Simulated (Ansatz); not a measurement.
A self-consistent single point of Pt3Pb (P4mm, 4 atoms in the cell) with Ansatz (a quantum-chemistry and plane-wave program).

Method of the run: LDA (PW92), default PAW files made with PBE (plane waves; Ansatz).

```yaml
crystal:
  lattice:
    - [4.12023, 0.00000, 0.00000]
    - [0.00000, 4.12023, 0.00000]
    - [0.00000, 0.00000, 4.12023]
  atoms:
    - { symbol: Pt, position: [0.50000, 0.00000, 0.50000] }
    - { symbol: Pt, position: [0.01213, 0.50000, 0.50000] }
    - { symbol: Pt, position: [0.50000, 0.50000, 0.00000] }
    - { symbol: Pb, position: [0.00000, 0.00000, 0.00000] }
```

Reference input (self-consistent single point, DFT, LDA (PW92), plane waves, default PAW files made with PBE): basis.ecutwfc = 420 eV; kpoints.mp_grid.grid = 8 8 8; hamiltonian.xc = lda; hamiltonian.pseudopotentials = {kind: paw} (the program's default PAW files); scf.occupations.method = fermi_dirac; scf.occupations.width = 0.1 eV. This run's input differs from it in these lines:

Ansatz 0.2 input:
```diff
@@ -13,3 +13,3 @@
 kpoints:
-  mp_grid: { grid: [8, 8, 8] }
+  mp_grid: { grid: [13, 13, 13] }
 hamiltonian:
@@ -18,3 +18,3 @@
 scf:
-  occupations: { method: fermi_dirac, width: 0.1 }
+  occupations: { method: fermi_dirac, width: 0.2 }
 output:
```

Output (repeated stretches shortened):

```
SCF iter   1: F=—  HF=-48337.578132 eV  |F-HF|=—  |Δ(HF+E_count)|=         —  Δρ=6.03e-3  dr2=9.23e-3  ethr=1.77e-3  ⟨swp⟩=6.9  Hψ=32523  notcnv=0
all-band conjugate gradients solve this SCF's bands
preconditioner: auto → Kerker (q_TF=auto, 2.715 Å⁻¹)
SCF iter   2: F=—  HF=-48337.577206 eV  |F-HF|=—  |Δ(HF+E_count)|=   9.26e-4  Δρ=3.27e-3  dr2=2.60e-3  ethr=1.36e-5  ⟨swp⟩=2.5  Hψ=13374  notcnv=0
SCF iter   3: F=—  HF=-48337.576527 eV  |F-HF|=—  |Δ(HF+E_count)|=   6.79e-4  Δρ=2.22e-4  dr2=3.53e-5  ethr=3.82e-6  ⟨swp⟩=2.8  Hψ=14874  notcnv=0
SCF iter   4: F=—  HF=-48337.576525 eV  |F-HF|=—  |Δ(HF+E_count)|=   1.75e-6  Δρ=5.84e-5  dr2=5.00e-6  ethr=5.20e-8  ⟨swp⟩=2.0  Hψ=11566  notcnv=0
SCF iter   5: F=—  HF=-48337.576523 eV  |F-HF|=—  |Δ(HF+E_count)|=   1.63e-6  Δρ=1.55e-5  dr2=2.20e-7  ethr=7.36e-9  ⟨swp⟩=2.3  Hψ=11538  notcnv=0
SCF iter   6: F=-48337.576523 eV  HF=-48337.576523 eV  |F-HF|=9.38e-9  |Δ(HF+E_count)|=   2.95e-8  Δρ=4.35e-6  dr2=1.31e-8  ethr=1.47e-10  ⟨swp⟩=6.4  Hψ=33036  notcnv=0
SCF 1 converged in 6 iterations: F = -48337.576523 eV  dr2 = 1.31e-8
Free energy (F): -48337.576523 eV
Internal energy: -48337.348986 eV  (E = F + TS)
E sigma→0 (E₀):  -48337.462755 eV
Entropy (-TS):   -0.227537 eV (-56.884 meV/atom)
Fermi energy:    19.673923 eV
--- Forces (eV/Å), atoms counted from 1 ---
  atom   1  Pt     0.15936943     0.00000000     0.00000000
  atom   2  Pt    -0.24066892    -0.00000000     0.00000000
  atom   3  Pt     0.15936943     0.00000000     0.00000000
  atom   4  Pb    -0.07807213    -0.00000000     0.00000000
--- Stress (GPa, compression-positive) ---
      -10.510218       0.000000       0.000000
        0.000000     -10.575996       0.000000
        0.000000       0.000000     -10.575996
  P = ⅓ Tr σ = -10.5541 GPa (-105.541 kbar)
  The stress holds the Pulay correction. Without it, at fixed plane waves, as pw.x and ABINIT print it: P = -10.5876 GPa
```

The run converged in 6 iterations. Against the reference run the free energy falls by 19.0 meV/atom, the pressure goes from -10.91 to -10.55 GPa and the largest force hardly changes (0.245 to 0.241 eV/Å).

The starting cell comes from a database of computed structures (which also holds hypothetical and non-ambient phases and stackings), without a prior relaxation at this level. Its lattice was rescaled by up to half a per cent. One atom was moved a little off its site on purpose. Spin polarisation is off. With a pressure of about -11 GPa the cell is away from its equilibrium volume at this level. Ansatz's pressure includes its estimate of the finite-basis (Pulay) stress.

Cost on one core of a shared machine: roughly 40 s.
